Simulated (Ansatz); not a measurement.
# How far PBE and r2SCAN part for SnTe, isotropic strain +1.49 %

The parent structure is SnTe in the rock salt structure (space group Fm-3m, No. 225; a = 6.409 Å).

(Cell as relaxed with PBE.)

Levels (all Ansatz, an electronic-structure program, PAW): PBE (420 eV, without spin-orbit coupling); r2SCAN (500 eV, no spin-orbit coupling).

Each level relaxes its own structure.

```csv
base,PBE,r2SCAN
volume per atom,32.91 Å³,32.30 Å³
lattice parameter a,6.409 Å,6.370 Å
band gap,0.05 eV,0.13 eV
```

One thing is altered: every lattice vector is stretched by 1.49 %; the atoms relax in the strained cell.

| quantity | PBE | r2SCAN |
|---|---|---|
| band gap | 0.17 eV | ? |
| gap character | direct at L | ? |
| electron mass | 0.083 mₑ along k, 0.12 mₑ across (at L) | ? |
| shift of the gap caused by the change | +0.12 eV | ? |

Problem. What does r2SCAN give?

Solution. 
- band gap, r2SCAN: 0.26 eV
- gap character, r2SCAN: direct at L
- electron mass, r2SCAN: 0.11 mₑ along k, 0.13 mₑ across (at L)
- shift of the gap caused by the change, r2SCAN: +0.13 eV

PBE's band gap lies 0.09 eV below r2SCAN's; the two agree on the gap character. Neither level is exact; r2SCAN is the comparison here, not a measurement.

Spin-orbit coupling, missing from the scalar runs, can matter with Te. Masses are band curvatures over ±0.01 Å⁻¹ around the edge. Along k means along the line from Γ to the band edge. Whether these cells are dynamically stable was not tested. A zero or small gap of SnTe can be the functional's error rather than a property of the material.
